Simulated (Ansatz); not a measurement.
Take GaSb in the zinc blende structure (space group F-43m, No. 216; a = 6.111 Å) as the base. Axes: x, y, z lie along the cube axes.

The values are results of DFT with PBEsol, PAW potentials and a 420 eV plane-wave cutoff in Ansatz (a first-principles code), no spin-orbit coupling, not measurements.

For the base:

The shortest interatomic distance comes out as 2.646 Å and the pressure is 0.0 GPa. The band gap is zero.

Perturbation: tensor shear ε_xy = +0.57 % (engineering shear γ = 0.0114); the atoms relax in the strained cell.

Q: What does the calculation give for the energy relative to the base, shortest interatomic distance, pressure and band gap after the change?

A: The energy increases by 0.5 meV/atom; the shortest interatomic distance falls by 0.004 Å, from 2.646 Å to 2.642 Å; the pressure (mean of the normal stresses, compression positive) remains 0.0 GPa; the band gap stays zero.

Spin-orbit coupling, missing from the scalar runs, can matter with Sb. Whether these cells are dynamically stable was not tested. All final runs are without spin polarisation. Gaps under 0.05 eV, about the width of the smearing, are given as zero. The zero or small gap of GaSb can change with the level of theory.
